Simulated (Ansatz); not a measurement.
# Ga2O3, pressure series

Consider Ga2O3 in the corundum structure (space group R-3c, No. 167).

```xyz
10
Lattice="2.5290 1.4601 4.5414 -2.5290 1.4601 4.5414 0.0000 -2.9202 4.5414" Properties=species:S:1:pos:R:3 pbc="T T T"
Ga     0.0000     0.0000     4.8480
Ga     0.0000     0.0000     1.9641
Ga     0.0000     0.0000     8.7762
Ga     0.0000     0.0000    11.6601
O     -0.9959     1.4601     7.9474
O     -0.7665    -1.5925     7.9474
O      1.7624     0.1324     7.9474
O      0.9959    -1.4601     5.6767
O      0.7665     1.5925     5.6767
O     -1.7624    -0.1324     5.6767
```

Cell and atoms are relaxed at each pressure.

All numbers come from PBE, PAW, 420 eV (Ansatz, a first-principles code; no spin-orbit coupling), earlier PAW set.

Candidates:
(a) pressure 30 GPa
(b) pressure −2 GPa
(c) pressure 0.9 GPa
(d) pressure 4.5 GPa
(e) pressure 2.1 GPa

Before the change:

The band gap is 2.41 eV.

Task: Order them by band gap, highest first.

Result: (a) pressure 30 GPa (3.64 eV), (d) pressure 4.5 GPa (2.63 eV), (e) pressure 2.1 GPa (2.51 eV), (c) pressure 0.9 GPa (2.45 eV), (b) pressure −2 GPa (2.30 eV)

Load acts through the strain it causes; cell and atoms are relaxed under it. Whether these cells are dynamically stable was not tested. Competing high-pressure phases were not computed.
